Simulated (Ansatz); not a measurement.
## How far to go with the plane-wave cutoff: NaNiO2 (Cm, 4 atoms in the cell)

```
NaNiO2
1.0
    2.64937    -1.40567     0.00000
    2.64937     1.40567     0.00000
   -1.94969     0.00000     5.14410
Na Ni O
1 1 2
Direct
  0.50358   0.50358   0.50972
  0.00000   0.00000   0.00000
  0.28529   0.28529   0.80283
  0.71471   0.71471   0.19717
```
Moments meant for the start (each program seeds them in its own way; μB, in the order of the atoms Na Ni O O): 0.0 2.0 0.0 0.0.

Computed with LDA (PW92), default PAW files made with PBE (plane waves; Ansatz, a program for electronic structure).

Base settings: basis.ecutwfc = 420 eV; kpoints.mp_grid.grid = 7 7 3; hamiltonian.xc = lda; hamiltonian.pseudopotentials = {kind: paw} (the program's default PAW files); magnetization.spin_polarized = true; scf.occupations.method = fermi_dirac; scf.occupations.width = 0.02 eV.

The second cell is the first with its lattice scaled by 0.98.

The mesh stays at the base's, so the ladder's end is converged at best in this setting alone.

The first pressure column holds Ansatz's estimate of the finite-basis (Pulay) stress, which hides part of the cutoff error; the other is without it.

Only quantities that move along the ladder and can be compared are tabulated.

The magnetic state is not the same in all runs (site moments differ, or a search went on to a lower state), so steps between rows are not convergence errors alone.

The count of work is k-points × plane waves × bands × iterations; it is no time. 

The starting cell comes from a database of computed structures (which also holds hypothetical and non-ambient phases and stackings), without a prior relaxation at this level. Its lattice was rescaled by up to half a per cent. One atom was moved a little off its site on purpose. With one magnetic atom in the cell only a parallel order is possible. In the base run, with a pressure of about -5 GPa the cell is away from its equilibrium volume at this level. Without a gap this mesh is coarse (it stands for a supercell whose shortest vector is 17 Å).

| basis.ecutwfc | free energy less the last step's (meV/atom) | energy of the compressed cell less the first (meV/atom) | pressure (GPa) | pressure without the Pulay estimate (GPa) | largest difference of a force vector from the last step's (eV/Å) | count of work / last |
|---|---|---|---|---|---|---|
| 145 eV | 43763.17 | 348.66 | 52.55 | -2227.51 | 4.646 | 0.063 |
| 170 eV | 19579.65 | 272.20 | 32.61 | -1140.57 | 6.771 | 0.078 |
| 190 eV | 10528.88 | 2.61 | 19.40 | -680.01 | 5.119 | 0.10 |
| 210 eV | 5615.09 | 23.45 | 3.23 | -404.72 | 2.040 | 0.11 |
| 230 eV | 3041.43 | 5.49 | -6.95 | -244.86 | 0.237 | 0.12 |
| 250 eV | 1668.98 | -23.92 | -7.89 | -149.80 | 0.382 | 0.13 |
| 295 eV | 413.29 | 0.43 | -6.11 | -48.99 | 0.206 | 0.16 |
| 335 eV | 110.83 | 1.49 | -4.86 | -18.78 | 0.037 | 0.21 |
| 380 eV | 23.83 | 1.80 | -4.78 | -8.22 | 0.009 | 0.25 |
| 420 eV | 6.39 | 1.77 | -4.75 | -5.68 | 0.005 | 0.26 |
| 460 eV | 2.28 | 1.79 | -4.76 | -4.98 | 0.003 | 0.31 |
| 505 eV | 1.39 | 1.76 | -4.76 | -4.80 | 0.002 | 0.35 |
| 565 eV | 1.11 | 1.74 | -4.77 | -4.79 | 0.002 | 0.42 |
| 630 eV | 0.84 | 1.71 | -4.77 | -4.80 | 0.001 | 0.53 |
| 735 eV | 0.55 | 1.69 | -4.78 | -4.80 | 0.000 | 0.67 |
| 840 eV | 0.27 | 1.68 | -4.78 | -4.81 | 0.000 | 0.81 |
| 1010 eV | 0.00 | 1.66 | -4.78 | -4.79 | 0.000 | 1.0 |

Coarsest basis.ecutwfc that holds the forces within 0.01 eV/Å of the last step, with all finer ones: 380 eV, at 0.25 of the last step's count of work; the step before is off by 0.037 eV/Å.

Coarsest basis.ecutwfc that holds the pressure within 0.2 GPa of the last step, with all finer ones: 335 eV, at 0.21 of the last step's count of work; the step before is off by 1.3 GPa.

Coarsest basis.ecutwfc that holds the free energy within 5 meV/atom of the last step, with all finer ones: 460 eV, at 0.31 of the last step's count of work; the step before is off by 6.4 meV/atom.

The energy difference between the two cells stays within 1 meV/atom of the last step's from 335 eV on, the total only from 630 eV on: much of the error is common to both cells and cancels.

At the lowest cutoff the pressure without the Pulay estimate lies 2220 GPa under the last step's, the usual sign of Pulay stress in an incomplete plane-wave basis.

Keys are those of Ansatz 0.2.
